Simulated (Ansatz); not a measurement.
Consider Zr in the hcp (Mg type) structure (space group P6_3/mmc, No. 194; a = 3.230 Å, c = 5.179 Å; relaxed with 0.1 eV smearing).

All numbers come from PBE (Ansatz, a program for electronic structure), without spin-orbit coupling.

Strains are applied to the cell and any free atomic positions relax.

One change was made to it. Results:

```tsv
quantity	base	after
pressure (mean of the normal stresses, compression positive)	0.0 GPa	4.6 GPa
energy relative to the base (free energy F)	0 meV/atom	+14 meV/atom
```

### Question
Which of these changes matches the shifts?
A) isotropic strain +2.50 %
B) isotropic strain −1.50 %
C) isotropic strain −0.50 %
D) isotropic strain +1.50 %

### Answer
B, isotropic strain −1.50 %. For comparison, the pressure in the other runs: isotropic strain +2.50 % gives -6.1 GPa; isotropic strain −0.50 % gives 1.4 GPa; isotropic strain +1.50 % gives -3.9 GPa.

Whether these cells are dynamically stable was not tested. All final runs are without spin polarisation.
